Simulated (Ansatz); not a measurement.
The starting structures come from a database of crystals and need not be the phases stable at ambient conditions.

Where the default PAW files enter, the runs use the earlier of Ansatz's two default sets.

The decay constant κ of evanescent states in the gap governs leakage through a thin film.

Consider the following.

```yaml
crystal:
  lattice:
    - [7.00140, 0.00000, 0.00000]
    - [2.33380, 6.72590, 0.00000]
    - [3.50070, 0.00000, 2.02113]
  atoms:
    - { symbol: La, position: [0.25810, 0.22570, 0.00000] }
    - { symbol: La, position: [0.74190, 0.77430, 0.00000] }
    - { symbol: O, position: [0.37729, 0.86812, 0.00000] }
    - { symbol: O, position: [0.62271, 0.13188, 0.00000] }
    - { symbol: F, position: [0.12934, 0.61198, 0.00000] }
    - { symbol: F, position: [0.87066, 0.38802, 0.00000] }
```

Space group of this cell: R-3m. The cell is taken as given; by r2SCAN its mean pressure is 0.7 GPa.

Transport runs along the normal of the first two printed cell vectors, the (110) plane of the conventional cell.

The gap is the functional's own, uncorrected, and κ follows it; spin-orbit coupling is left out. Mid-gap means the computed energy nearest the middle.

**Question.** State the band gap and the smallest decay constant κ at mid-gap according to r2SCAN (Ansatz, a program for electronic structure).

**Answer.** Gap 4.70 eV on a 14×14×14 mesh; κ = 0.487 1/Å, at the zone centre.
